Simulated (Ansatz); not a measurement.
Levels about the gap of amorphous In$_{24}$O$_{38}$Ti (63 atoms in a cell of 877 Å³, 6.46 g/cm³; zone centre alone, so wide bands show as single levels with stretches between that a denser mesh fills), at the geometry that PBE relaxed, where it gives 0.1 GPa on a denser mesh. The participation number counts the atoms over which a state spreads; weights are charges in smoothed Voronoi cells. The levels come from a single point, so bond lengths are those of that geometry. Method of the levels: r2SCAN, scalar-relativistic without spin-orbit coupling (Ansatz, a quantum-chemistry and plane-wave program). Sampling: the zone centre alone; Fermi-Dirac width 0.02 eV; no spin polarisation. At PBE the levels at the filled edge of the gap are localised (band-tail or defect states).

Preparation: random packing, a CHGNet melt and quench, and a DFT relaxation. O atoms were pushed apart under 1.9 Å during the dynamics, to hinder bonds among them. The hot cell started wider than the set density and was brought back towards it in steps. It is the lowest in DFT energy of 2 quenches. It is a model cell: composition and starting density were chosen by hand, and all elements were melted together. No dispersion term was used. Its density started from a set value of 6.37 and ended at 6.46 g/cm³. The quench (nominally 330 K/ps over its main leg) was far faster than any real one, so the model tends to hold more defects than a real film. Values belong to this one cell and scatter from quench to quench. The volume was free in the relaxation, at fixed shape. Stress components on the final sampling reach 1.8 GPa.

```json
[
 {"E - E(highest filled), eV": "-0.36", "filling": "filled", "participation number": "12.0", "largest on": "O, 4 neighbours", "weight O": "0.94", "weight In": "0.05", "weight Ti": "0.00"},
 {"E - E(highest filled), eV": "-0.35", "filling": "filled", "participation number": "15.0", "largest on": "O, 4 neighbours", "weight O": "0.95", "weight In": "0.05", "weight Ti": "0.00"},
 {"E - E(highest filled), eV": "-0.34", "filling": "filled", "participation number": "19.2", "largest on": "O, 4 neighbours", "weight O": "0.94", "weight In": "0.06", "weight Ti": "0.00"},
 {"E - E(highest filled), eV": "-0.22", "filling": "filled", "participation number": "18.2", "largest on": "O, 4 neighbours", "weight O": "0.94", "weight In": "0.06", "weight Ti": "0.00"},
 {"E - E(highest filled), eV": "-0.19", "filling": "filled", "participation number": "6.3", "largest on": "O, 3 neighbours", "weight O": "0.95", "weight In": "0.05", "weight Ti": "0.00"},
 {"E - E(highest filled), eV": "-0.18", "filling": "filled", "participation number": "13.1", "largest on": "O, 3 neighbours", "weight O": "0.94", "weight In": "0.05", "weight Ti": "0.01"},
 {"E - E(highest filled), eV": "0.00", "filling": "filled", "participation number": "4.2", "largest on": "O, 3 neighbours", "weight O": "0.95", "weight In": "0.05", "weight Ti": "0.00"},
 {"E - E(highest filled), eV": "0.99", "filling": "empty", "participation number": "58.9", "largest on": "In, 5 neighbours", "weight O": "0.54", "weight In": "0.45", "weight Ti": "0.01"},
 {"E - E(highest filled), eV": "3.55", "filling": "empty", "participation number": "15.9", "largest on": "Ti, 5 neighbours", "weight O": "0.47", "weight In": "0.32", "weight Ti": "0.21"},
 {"E - E(highest filled), eV": "3.74", "filling": "empty", "participation number": "12.9", "largest on": "Ti, 5 neighbours", "weight O": "0.47", "weight In": "0.30", "weight Ti": "0.23"},
 {"E - E(highest filled), eV": "3.88", "filling": "empty", "participation number": "20.8", "largest on": "Ti, 5 neighbours", "weight O": "0.49", "weight In": "0.33", "weight Ti": "0.17"},
 {"E - E(highest filled), eV": "3.98", "filling": "empty", "participation number": "8.5", "largest on": "Ti, 5 neighbours", "weight O": "0.43", "weight In": "0.25", "weight Ti": "0.32"},
 {"E - E(highest filled), eV": "4.08", "filling": "empty", "participation number": "15.6", "largest on": "Ti, 5 neighbours", "weight O": "0.48", "weight In": "0.30", "weight Ti": "0.22"},
 {"E - E(highest filled), eV": "4.19", "filling": "empty", "participation number": "8.3", "largest on": "Ti, 5 neighbours", "weight O": "0.44", "weight In": "0.23", "weight Ti": "0.33"}
]
```

Most localised among these is the filled level at +0.00 eV, on a O atom, which has 3 neighbours (In 2.06 Å, In 2.07 Å, In 2.09 Å).
